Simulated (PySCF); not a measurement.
PySCF 2.14.0, PBE0/def2-tzvp, df: Hf(OH)4 ([OH][Hf]([OH])([OH])[OH]), 9 atoms. The geometry is a generated start, not checked to be a minimum at this level.

| Quantity | Result |
|---|---|
| task | energy |
| method | pbe0 |
| basis | def2-tzvp |
| two-electron scheme | density fitting |
| mol.max_memory | 3000 MB |
| mf.max_cycle | 100 |
| mf.conv_tol | 1e-09 (default) |
| mf.grids.level | 3 (default) |
| effective core potentials | those of the basis set, past Kr |
| basis functions | 188 |
| grid points | 119352 |

```xyz
9

Hf     0.0225    -0.2259    -0.0449
O      1.5181    -0.4017    -1.1544
H      2.1363     0.3366    -1.1085
O      0.4704    -0.0003     1.7548
H      0.3403     0.9211     2.0117
O     -0.6632     1.4329    -0.5763
H     -1.0222     1.4009    -1.4711
O     -1.2998    -1.5455    -0.1387
H     -1.5025    -1.9182     0.7273
```

Charge 0 and multiplicity 1 are set for this test and not shown to be the ground state.

With the defaults (mf.DIIS = CDIIS, mf.diis = true, mf.damp = 0, mf.diis_start_cycle = 1, mf.diis_space = 8, mf.diis_damp = 0, mf.init_guess = minao, mf.level_shift = 0) it converges in 12 Fock builds. One run each on 2 threads, 1 BLAS thread, with these changes:
- mf.damp = 0.3, mf.diis_start_cycle = 4
- mf.diis_damp = 0.3
- mf.DIIS = EDIIS
- mf.level_shift = 0.3 Hartree
- mf.diis = false
- mf.diis_space = 20
- mf.diis_space = 12
- mf.init_guess = 1e
- mf.init_guess = atom

### Question
Name the settings that don't reach the solution of the defaults.

### Answer
No convergence: mf.DIIS = EDIIS; mf.diis = false (the run ends without SCF convergence in 100 cycles). The rest reach the solution of the defaults.

```csv
setting,Fock builds,end
the defaults,12,same solution
mf.diis_space = 12,12,same solution
mf.diis_damp = 0.3,12,same solution
mf.diis_space = 20,12,same solution
mf.init_guess = atom,13,same solution
"mf.damp = 0.3, mf.diis_start_cycle = 4",15,same solution
mf.level_shift = 0.3 Hartree,16,same solution
mf.init_guess = 1e,16,same solution
mf.DIIS = EDIIS,101,no convergence
mf.diis = false,101,no convergence
```
